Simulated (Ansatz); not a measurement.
Input for (Hf,Ta)N alloy cell HfTaN2 (rock salt start):

Ansatz 0.2 input:
```yaml
crystal:
  lattice:
    - [-0.00012965, 4.475664747, 4.475311785]
    - [4.475182152, 0.000000005, 4.47518213]
    - [4.475311807, 4.475664747, -0.00012965]
  atoms:
    - { symbol: Hf, position: [-0.000000149, -0.000000168, 0.000000172] }
    - { symbol: Ta, position: [0.00000009, -0.000000262, 0.49999989] }
    - { symbol: Ta, position: [0.000000993, 0.499998816, -0.000001014] }
    - { symbol: Hf, position: [-0.000000003, 0.49999999, 0.499999988] }
    - { symbol: Hf, position: [0.500000071, -0.000000088, 0.000000019] }
    - { symbol: Hf, position: [0.500000512, -0.00000066, 0.4999995] }
    - { symbol: Ta, position: [0.500000108, 0.499999794, -0.00000017] }
    - { symbol: Ta, position: [0.499999901, 0.499999643, 0.500000152] }
    - { symbol: N, position: [0.247782988, 0.25221706, 0.247784341] }
    - { symbol: N, position: [0.250000101, 0.253512288, 0.749999895] }
    - { symbol: N, position: [0.252216478, 0.74778396, 0.252216178] }
    - { symbol: N, position: [0.249999366, 0.745816686, 0.750000612] }
    - { symbol: N, position: [0.749999944, 0.254184043, 0.250000039] }
    - { symbol: N, position: [0.747783856, 0.252216659, 0.747783583] }
    - { symbol: N, position: [0.750000004, 0.746487689, 0.249999984] }
    - { symbol: N, position: [0.75221574, 0.747784549, 0.752216832] }
basis:
  ecutwfc: 420
  ecutrho_ratio: 4
  xc_grid: 2
kpoints:
  mp_grid: { grid: [5, 5, 5] }
hamiltonian:
  xc: pbe
  dispersion: none
  pseudopotentials: { kind: paw }
scf:
  n_extra_bands: 30
  occupations: { method: fermi_dirac, width: 0.05 }
output:
  forces: true
  stress: true
relax:
  f_tol: 0.03
  max_steps: 90
  cell: { stress_tol: 0.15 }
```

Level of theory: PBE (plane waves to 420 eV, PAW; Ansatz, a first-principles code). No spin–orbit coupling; the runs are not spin-polarised. Its k-point mesh 5×5×5, Fermi–Dirac width 0.05 eV.

Task: Write the closing report of this run, without the band table and long remarks, to eight decimals at most.

Result: 
```
SCF converged after 8 iterations
Free energy (F): -105706.547399 eV
Harris-Foulkes:  -105706.547399 eV  (|F-HF|=1.46e-11)
Internal energy: -105706.491380 eV  (E = F + TS)
E sigma→0 (E₀):  -105706.519389 eV
Entropy (-TS):   -0.056019 eV (-3.501 meV/atom)
Fermi energy:    22.399953 eV
--- Per-component energies (eV) ---
  E_band       = 436.058835
  E_kinetic    = 4225.447205
  E_local      = -23723.106166  (includes V_loc(G=0)·N_el)
  E_nonlocal   = -4555.390125
  E_hartree    = 10954.634349
  E_xc         = -2565.597908
  E_vxc        = -2508.038632  (∫ρ·V_xc dr)
  E_paw        = -62315.316484  (= ΣΔE_a)
  E_vpaw       = 5087.876655  (= ΣTr[D̂ρ^β])
  E_aug_tail   = 0.001239  (compensation charges beyond the density's cutoff)
  E_ewald      = -27727.163490
  E_smearing   = -0.056019  (= −TS)
  E_closure    = 0.000000  (closes the sum)
  Σ components = -105706.547399   (vs F -105706.547399, Δ=0.00e0)
--- Forces (eV/Å), atoms counted from 1 ---
  atom   1  Hf     0.00000000     0.00000000     0.00000000
  atom   2  Ta     0.00000000    0.00000000     0.00000000
  atom   3  Ta     0.00000000     0.00000000     0.00000000
  atom   4  Hf     0.00000000     0.00000000     0.00000000
  atom   5  Hf    0.00000000     0.00000000    0.00000000
  atom   6  Hf    0.00000000     0.00000000     0.00000000
  atom   7  Ta     0.00000000     0.00000000     0.00000000
  atom   8  Ta     0.00000000    0.00000000    0.00000000
  atom   9  N      0.00000000    -0.00166516     0.00000000
  atom  10  N      0.00068868     0.00000000     0.00068868
  atom  11  N     0.00000000     0.00166516    0.00000000
  atom  12  N     -0.00117336    0.00000000    -0.00117336
  atom  13  N      0.00117336     0.00000000     0.00117336
  atom  14  N      0.00000000    -0.00166516     0.00000000
  atom  15  N     -0.00068868    0.00000000    -0.00068868
  atom  16  N     0.00000000     0.00166516    0.00000000
  max |Σ_I F_I| component: 1.73e-18 eV/Å
--- Stress (GPa, compression-positive) ---
       -0.074187      0.000000      -0.064031
       0.000000      -0.020658      0.000000
       -0.064031      0.000000      -0.074187
  P = ⅓ Tr σ = -0.0563 GPa (-0.563 kbar)
--- Relaxed structure (4 steps of the walk, 4 accepted, 1 SCFs on fresh bases) ---
  F+E_penalty+E_count = -105706.54739862 eV   max|allowed force component| = 1.665e-3 eV/Å   (the final SCF, on the basis selected at the relaxed cell)
  cell:  # Å, volume = 179.7606 Å³
    - [-0.00880121, 4.48078864, 4.47873982]
    - [4.46993861, 0.0, 4.46993861]
    - [4.47873982, 4.48078864, -0.00880121]
  atoms:
    - { symbol: Hf, position: [0.0, 0.0, 0.0] }
    - { symbol: Ta, position: [0.0, 0.0, 0.5] }
    - { symbol: Ta, position: [0.0, 0.5, 0.0] }
    - { symbol: Hf, position: [0.0, 0.50000000, 0.50000000] }
    - { symbol: Hf, position: [0.5, 0.0, 0.0] }
    - { symbol: Hf, position: [0.50000000, 0.0, 0.50000000] }
    - { symbol: Ta, position: [0.5, 0.5, 0.0] }
    - { symbol: Ta, position: [0.50000000, 0.5, 0.5] }
    - { symbol: N, position: [0.24906631, 0.25093369, 0.24906631] }
    - { symbol: N, position: [0.25000000, 0.25143511, 0.75] }
    - { symbol: N, position: [0.25093369, 0.74906631, 0.25093369] }
    - { symbol: N, position: [0.25000000, 0.74767109, 0.75000000] }
    - { symbol: N, position: [0.75, 0.25232891, 0.25000000] }
    - { symbol: N, position: [0.74906631, 0.25093369, 0.74906631] }
    - { symbol: N, position: [0.75000000, 0.74856489, 0.25] }
    - { symbol: N, position: [0.75093369, 0.74906631, 0.75093369] }
```

Cost: around 90 core-seconds (rough).
